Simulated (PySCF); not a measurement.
PySCF 2.14.0, R2SCAN/def2-svp, df: Ti(OH)2(NH2)(OSiH3) ([NH2][Ti]([OH])([OH])[O][SiH3]), 13 atoms. The geometry is a generated start, not checked to be a minimum at this level.

| Quantity | Result |
|---|---|
| task | energy |
| method | r2scan |
| basis | def2-svp |
| two-electron scheme | density fitting |
| mol.max_memory | 3000 MB |
| mf.max_cycle | 100 |
| mf.init_guess | minao (default) |
| mf.DIIS | CDIIS (default) |
| mf.diis_space | 8 (default) |
| mf.conv_tol | 1e-09 (default) |
| mf.grids.level | 3 (default) |
| basis functions | 140 |
| grid points | 164888 |

```xyz
13

Ti     0.4074    -0.0820     0.8476
O      2.0562    -0.1319     1.3525
H      2.8213     0.4403     1.4458
O     -0.6591    -0.7626     2.0336
H     -0.4898    -1.1187     2.9099
N     -0.0385     1.7292     0.7124
H     -0.4991     2.2103     1.4850
H     -0.5053     2.0199    -0.1490
O      0.1426    -0.7185    -0.7656
Si    -0.6370    -0.8676    -2.1531
H     -1.9142    -1.5771    -1.9360
H      0.2217    -1.6239    -3.0796
H     -0.9061     0.4824    -2.7035
```

Charge 0 and multiplicity 1 are set for this test and not shown to be the ground state.

One run each on 2 threads, 1 BLAS thread. Values of level_shift (Hartree) tried: 0 (default), 0.1, 0.3, 1.

Task: Predict the course of the Fock builds along this series.

Result: Fewest Fock builds, within one of each other: 0 (default) with 15, 0.1 with 15. The count rises to 46 at 1. All converge to one solution.

```csv
level_shift (Hartree),Fock builds,end
0 (default),15,same solution
0.1,15,same solution
0.3,19,same solution
1,46,same solution
```
